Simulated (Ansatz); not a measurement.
The parent structure is TiO$_{2}$ in the rutile structure (space group P4_2/mnm, No. 136; a = 4.5912 Å, c = 2.9391 Å).

Modification: a hydrostatic pressure of 3 GPa.

The values are results of plane-wave PAW DFT at the PBEsol level (Ansatz, a quantum-chemistry and plane-wave program, 420 eV), without spin-orbit coupling, not measurements.

Base, band edges from the VBM (valence, conduction): A -0.67, 2.62; M -1.08, 1.90; R -1.05, 1.91; X -0.76, 2.55; Z -1.44, 3.01; Γ 0.00, 1.87 eV.

Q: Give the band edges at the high-symmetry points of the new zone, measured from its valence-band maximum.

A: 
```csv
point,valence edge (eV),conduction edge (eV)
Γ,0.00,1.88
X,-0.78,2.57
M,-1.10,1.91
Z,-1.46,3.06
R,-1.08,1.92
A,-0.68,2.65
```

The gap is 1.88 eV, direct at Γ.

Load acts through the strain it causes; cell and atoms are relaxed under it. Whether these cells are dynamically stable was not tested. The final runs are not spin-polarised.
